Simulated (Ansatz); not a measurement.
The reference is WSi2 (space group I4/mmm, No. 139; relaxed with 0.1 eV smearing).

Space group I4/mmm (No. 139); a = 3.2122 Å, b = 3.2122 Å, c = 7.8065 Å, α = 90.00°, β = 90.00°, γ = 90.00°

| atom | site | symmetry | x | y | z |
|---|---|---|---|---|---|
| W | 2a | 4/mmm | 0.0000 | 0.0000 | 0.0000 |
| Si | 4e | 4mm | 0.0000 | 0.0000 | 0.3348 |
(The calculation used a cell of 3 atoms; values per cell refer to that cell.)

All numbers come from plane-wave PAW DFT at the r2SCAN level (Ansatz, a first-principles code, 500 eV), no spin-orbit coupling, earlier PAW set.

Before the change:

| Item | Result |
|---|---|
| Pressure | 0.0 GPa |
| Band gap | zero |

The change: an isotropic linear strain of +4.34 %; the atoms relax in the strained cell.

### Question
Predict the new energy relative to the base.

### Answer
The energy goes up by 143 meV/atom.

### Question
How does this affect the pressure?

### Answer
The pressure (mean of the normal stresses, compression positive) goes from zero to -22.3 GPa.

### Question
Estimate the effect on the largest internal atomic displacement.

### Answer
The largest internal atomic displacement amounts to 0.024 Å.

### Question
Predict the new band gap.

### Answer
The band gap remains zero.

No phonon test of stability was made. The final runs are not spin-polarised.
